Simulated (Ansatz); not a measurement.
Results of LDA (Ansatz, a first-principles code, plane waves, PAW) for TiSi (model structure, started from the CsCl type, Pm-3m, No. 221, 2 atoms in the cell).

Numerical settings: plane-wave cutoff 520 eV, 18×18×18 k mesh, Fermi–Dirac smearing 0.05 eV, no spin polarisation, scalar-relativistic PAW data made under PBE.

Cell (relaxed at this level):

Space group Pm-3m (No. 221); a = 3.0527 Å, b = 3.0527 Å, c = 3.0527 Å, α = 90.00°, β = 90.00°, γ = 90.00°

```json
[
 {"atom": "Ti", "site": "1a", "symmetry": "m-3m", "x": "0.0000", "y": "0.0000", "z": "0.0000"},
 {"atom": "Si", "site": "1b", "symmetry": "m-3m", "x": "0.5000", "y": "0.5000", "z": "0.5000"}
]
```

Task: Predict the bulk modulus.

Result: 
- bulk modulus: 140 GPa

Note: the bulk modulus is −V dP/dV from two relaxed cells at ±2 % in volume; the relaxation could raise the start's symmetry but not lower it, so the cell can be a saddle point.

Computed values are for the static lattice.

The result took about 20 core-seconds (a rough figure).

A model structure was made by putting elements into a prototype or built by hand; it is no filed structure, need not be a known phase, and can be a saddle point held by its symmetry.
